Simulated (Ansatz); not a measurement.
Start from CdS in the wurtzite structure (space group P6_3mc, No. 186; a = 4.164 Å, c = 6.766 Å).

Structures relaxed with Ansatz (an electronic-structure program) r2SCAN, spin-orbit coupling left out.

Base:

Simulated powder pattern, Cu Kα1, λ = 1.54056 Å (kinematic, ideal powder, no thermal factors, no anomalous dispersion; the 10 strongest lines at most, above 2 %, up to 2θ = 90°):

```json
[
 {"2θ (°)": "24.67", "I/Imax (%)": "59", "hkl": "(100)"},
 {"2θ (°)": "26.32", "I/Imax (%)": "43", "hkl": "(002)"},
 {"2θ (°)": "28.02", "I/Imax (%)": "100", "hkl": "(101)"},
 {"2θ (°)": "36.38", "I/Imax (%)": "27", "hkl": "(102)"},
 {"2θ (°)": "43.43", "I/Imax (%)": "49", "hkl": "(110)"},
 {"2θ (°)": "47.51", "I/Imax (%)": "50", "hkl": "(103)"},
 {"2θ (°)": "51.50", "I/Imax (%)": "39", "hkl": "(112)"},
 {"2θ (°)": "52.48", "I/Imax (%)": "17", "hkl": "(201)"},
 {"2θ (°)": "66.32", "I/Imax (%)": "17", "hkl": "(203)"},
 {"2θ (°)": "82.65", "I/Imax (%)": "19", "hkl": "(213)"}
]
```

One thing is altered: every Cd is replaced by Zn, then cell and atoms are relaxed.

Question: How do the reflections move or split?

Answer: 
Simulated powder pattern, Cu Kα1, λ = 1.54056 Å (kinematic, ideal powder, no thermal factors, no anomalous dispersion; the 10 strongest lines at most, above 2 %, up to 2θ = 90°):

| 2θ (°) | I/Imax (%) | hkl |
|---|---|---|
| 27.03 | 91 | (100) |
| 28.56 | 58 | (002) |
| 30.64 | 100 | (101) |
| 39.73 | 35 | (102) |
| 47.75 | 70 | (110) |
| 51.91 | 71 | (103) |
| 56.59 | 47 | (112) |
| 57.81 | 16 | (201) |
| 73.18 | 24 | (203) |
| 82.52 | 17 | (105) |

The indices refer to each structure's own conventional cell; one index is shown for lines that coincide.

No phonon test of stability was made.
